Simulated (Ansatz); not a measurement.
Carrier properties of GaP under load (space group I-4m2)

```
CELL_PARAMETERS angstrom
      0.00000     2.71153     2.77577
      2.71153     0.00000     2.77577
      2.71153     2.71153     0.00000
ATOMIC_POSITIONS crystal
  Ga 0.00000 0.00000 0.00000
  P  0.25000 0.25000 0.25000
```

Computed with r2SCAN with spin-orbit coupling, rigid bands (plane waves, PAW; Ansatz, a program for electronic structure). Condition of this run: uniaxial stress zz = -2 GPa (compression positive) (the target of the relaxation). How the cell was made: cell and atoms relaxed with r2SCAN, then loaded as said.

```json
{
  "band_gap": "1.72 eV",
  "electron conductivity mass (300 K, dilute)": "0.40 (x), 0.40 (y), 0.25 (z) mₑ",
  "hole conductivity mass (300 K, dilute)": "0.38 (x), 0.38 (y), 0.48 (z) mₑ",
  "effective density of states N_c (300 K)": "2.4e19 cm⁻³",
  "effective density of states N_v (300 K)": "1.1e19 cm⁻³",
  "density_of_states_mass_electrons": "0.98 mₑ",
  "density_of_states_mass_holes": "0.57 mₑ",
  "Seebeck coefficient, n-type 1e19 cm⁻³, 300 K": "-291 μV/K",
  "Seebeck coefficient, p-type 1e19 cm⁻³, 300 K": "282 μV/K",
  "best p-type power factor at 300 K for τ = 10 fs (best axis; densities from 1e16 to 1e21 cm⁻³ tried, whether or not they can be reached)": "12.9 μW/(cm·K²) at 3e20 cm⁻³"
}
```

Rigid bands; masses and Seebeck coefficients take one relaxation time τ for all states and one kind of carrier; polarons and phonon drag are left out.
